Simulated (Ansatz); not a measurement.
Functionals compared on the (30-32) surface of hcp Mg in its 1x1 cell, outermost plane spacing 0.87 Å in the ideal cut, in Ansatz (plane waves, PAW). The structure was relaxed with PBE; the other rows are single points on it, each with its references at the same level. Cutoff 420 eV (500 eV for r2SCAN).

Slab: 26 atoms, 10.4 Å thick at the start (thin: gaps and levels are the slab's own); k 12x3x1, smearing 0.1 eV, dipole-corrected; all atoms relaxed; symmetry of the start imposed; no spin, no spin-orbit, no U. These notes are the PBE run's.

```
functional  surface energy (J/m²)  work function of the top face (eV)  rough cost of the single point
----------  ---------------------  ----------------------------------  ------------------------------
PBE                          0.64                                3.65                               –
LDA                          0.73                                3.78     very roughly 3 core-minutes
PBEsol                       0.71                                3.69   around 3 core-minutes (rough)
RPBE                         0.59                                3.58   around 3 core-minutes (rough)
r2SCAN                       0.72                                3.71   around 7 core-minutes (rough)
```

Ansatz is a program for electronic structure.
